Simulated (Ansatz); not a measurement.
Take Ti in the hcp (Mg type) structure (space group P6_3/mmc, No. 194) as the base.

```
Ti
1.0
    2.93591     0.00000     0.00000
   -1.46796     2.54258     0.00000
    0.00000     0.00000     4.63642
Ti
2
Direct
  0.33333   0.66667   0.75000
  0.66667   0.33333   0.25000
```

Cartesian axes are those of the cell as printed.

Calculations: Kohn–Sham DFT with the r2SCAN functional, run in Ansatz (a first-principles code) with PAW and 500 eV plane waves, no spin-orbit coupling.

Before the change:

| Property | Result |
|---|---|
| Pressure | 0.0 GPa |
| Volume per atom | 17.30 Å³ |
| Band gap | zero |

It is then changed as follows: biaxial strain −2.07 %, plane normal [001], relaxed out of plane (Cartesian); in-plane vectors clamped, the third vector and the atoms free.

What does the calculation give for the pressure after the change?

The pressure (mean of the normal stresses, compression positive) goes from zero to 3.2 GPa.

Predict the new volume per atom.

The volume per atom decreases by 0.437 Å³ to 16.87 Å³.

What happens to the band gap?

The band gap remains zero.

No phonon test of stability was made. The final runs are not spin-polarised.
